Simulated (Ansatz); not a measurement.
LaPt2 (Fd-3m, No. 227), treated with PBEsol (PAW; Ansatz, a program for electronic structure).

Numerical settings: plane-wave cutoff 500 eV, 12×12×12 k mesh, Fermi–Dirac smearing 0.1 eV, scalar-relativistic PAW data made under PBE.

Computed at the level's own relaxed cell.

Question: What does this level give for the volume per atom and lattice parameter a?

Answer: 
* **volume per atom**: 19.38 Å³/atom
* **lattice parameter a**: 7.748 Å

The run finds no gap.

Spin–orbit coupling is not included.

The computed numbers hold no vibrational or temperature effects.

The result took roughly 2.7 core-minutes.
